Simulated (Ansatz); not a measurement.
## Effective masses and thermopower of AlAs under load (space group R3m)

Data:

```yaml
crystal:
  lattice:
    - [0.03659, 2.86451, 2.86451]
    - [2.86451, 0.03659, 2.86451]
    - [2.86451, 2.86451, 0.03659]
  atoms:
    - { symbol: Al, position: [0.99909, 0.99909, 0.99909] }
    - { symbol: As, position: [0.75091, 0.75091, 0.75091] }
```

These are PBEsol with spin-orbit coupling, rigid bands (plane waves, PAW; Ansatz, a program for electronic structure) values and carry that method's errors. Condition of this run: uniaxial stress along [111] of -2 GPa (compression positive) (the target of the relaxation). How the cell was made: cell and atoms relaxed with PBEsol, then loaded as said.

* **band gap**: 1.20 eV
* **electron conductivity mass (300 K, dilute)**: 0.33 mₑ
* **hole conductivity mass (300 K, dilute)**: 0.49 mₑ
* **effective density of states N_c (300 K)**: 1.7e19 cm⁻³
* **effective density of states N_v (300 K)**: 9.8e18 cm⁻³
* **density-of-states mass, electrons**: 0.78 mₑ
* **density-of-states mass, holes**: 0.53 mₑ
* **Seebeck coefficient, n-type 1e19 cm⁻³, 300 K**: -265 μV/K
* **best n-type power factor at 300 K for τ = 10 fs (best axis; densities from 1e16 to 1e21 cm⁻³ tried, whether or not they can be reached)**: 8.2 μW/(cm·K²) at 1e20 cm⁻³
* **Seebeck coefficient, p-type 1e19 cm⁻³, 300 K**: 263 μV/K

Rigid bands; masses and Seebeck coefficients take one relaxation time τ for all states and one kind of carrier; polarons and phonon drag are left out.
